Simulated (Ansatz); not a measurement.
Ansatz (a quantum-chemistry and plane-wave program) run on InHg (R-3m, 2 atoms in the cell): zone-centre phonon calculation.

Computed with LDA (PW92), default PAW files made with PBE (plane waves; Ansatz).

```xyz
2
Lattice="1.8167 1.0489 4.4204 -1.8167 1.0489 4.4204 0.0000 -2.0977 4.4204" Properties=species:S:1:pos:R:3 pbc="T T T"
In     0.0000     0.0000     6.6306
Hg     0.0000     0.0000     0.0000
```

Reference input (self-consistent single point, DFT, LDA (PW92), plane waves, default PAW files made with PBE): basis.ecutwfc = 420 eV; kpoints.mp_grid.grid = 11 11 11; hamiltonian.xc = lda; hamiltonian.pseudopotentials = {kind: paw} (the program's default PAW files); scf.occupations.method = gaussian; scf.occupations.width = 0.1 eV. This run's input differs from it in these lines:

Ansatz 0.2 input:
```diff
@@ -10,3 +10,3 @@
 basis:
-  ecutwfc: 420.0
+  ecutwfc: 295.0
 kpoints:
@@ -18,6 +18,4 @@
   occupations: { method: gaussian, width: 0.1 }
-output:
-  forces: true
-  eigenvalues: true
-  stress: true
+phonons:
+  method: dfpt
```

Output (repeated stretches shortened):

```
SCF iter   1: F=—  HF=-18979.406846 eV  |F-HF|=—  |Δ(HF+E_count)|=         —  Δρ=1.03e-2  dr2=3.09e-2  ethr=1.77e-3  ⟨swp⟩=5.8  Hψ=32022  notcnv=0
all-band conjugate gradients solve this SCF's bands
preconditioner: auto → Kerker (q_TF=auto, 2.541 Å⁻¹)
SCF iter   2: F=—  HF=-18979.394172 eV  |F-HF|=—  |Δ(HF+E_count)|=   1.27e-2  Δρ=3.65e-3  dr2=3.31e-3  ethr=9.37e-5  ⟨swp⟩=3.0  Hψ=17784  notcnv=0
   [... lines left out ...]
SCF iter   7: F=—  HF=-18979.392814 eV  |F-HF|=—  |Δ(HF+E_count)|=   1.77e-8  Δρ=3.18e-6  dr2=7.00e-9  ethr=2.46e-10  ⟨swp⟩=2.0  Hψ=12044  notcnv=0  defer=2
SCF iter   8: F=—  HF=-18979.392814 eV  |F-HF|=—  |Δ(HF+E_count)|=   1.38e-9  Δρ=1.01e-6  dr2=7.98e-10  ethr=2.12e-11  ⟨swp⟩=2.8  Hψ=13231  notcnv=0  defer=2
SCF iter   9: F=—  HF=-18979.392814 eV  |F-HF|=—  |Δ(HF+E_count)|=  1.96e-10  Δρ=1.95e-7  dr2=1.31e-11  ethr=2.42e-12  ⟨swp⟩=2.0  Hψ=9901  notcnv=0  defer=2
SCF iter  10: F=-18979.392814 eV  HF=-18979.392814 eV  |F-HF|=3.64e-12  |Δ(HF+E_count)|=  1.82e-11  Δρ=2.87e-8  dr2=4.43e-13  ethr=1.00e-12  ⟨swp⟩=6.6  Hψ=31248  notcnv=0
SCF 1 converged in 10 iterations: F = -18979.392814 eV  dr2 = 4.43e-13
DFPT response loops at Γ: preconditioner auto → Kerker (q_TF=auto, 2.541 Å⁻¹) (partly filled bands, converged f_vac=0.000) …
Free energy (F): -18979.392814 eV
Internal energy: -18979.388619 eV  (E = F + TS)
E sigma→0 (E₀):  -18979.390716 eV
Entropy (-TS):   -0.004195 eV (-2.098 meV/atom)
Fermi energy:    11.876254 eV
--- Phonons (Γ-DFPT): 4 representative perturbations + reference, on 366 of 1331 k-points (Σ response iterations 12) ---
  k mesh reduced under 2 symmetry operations, with k and −k counted as one. Each operation leaves every solved perturbation unchanged …
  ASR residual: 4.302e-5 → 0.000e0 eV/Å²; symmetrization residual: 8.488e-5 eV/Å²
  ASR residual per site (eV/Å²): 2.55e-5 4.30e-5
  Γ frequencies (cm⁻¹): 0.00 0.00 0.00 58.62 58.62 117.02
  non-analytic LO–TO correction: not included (Born effective charges unavailable; polar crystals: no LO–TO splitting at Γ)
```

The run converged in 10 iterations. 

Summary of the result:
* **Free energy E − TS (on the zero of these files)**: -18979.3928 eV
* **Fermi level (on the code's own zero)**: 11.88 eV
* **Zone-centre frequencies (cm⁻¹; negative means imaginary)**: 0, 0, 0, 59, 59, 117

The starting cell comes from a database of computed structures (which also holds hypothetical and non-ambient phases and stackings), without a prior relaxation at this level. Its lattice was rescaled by up to half a per cent. The cutoff lies below the one recommended for these files.

Cost on one core of a shared machine: roughly 90 s.
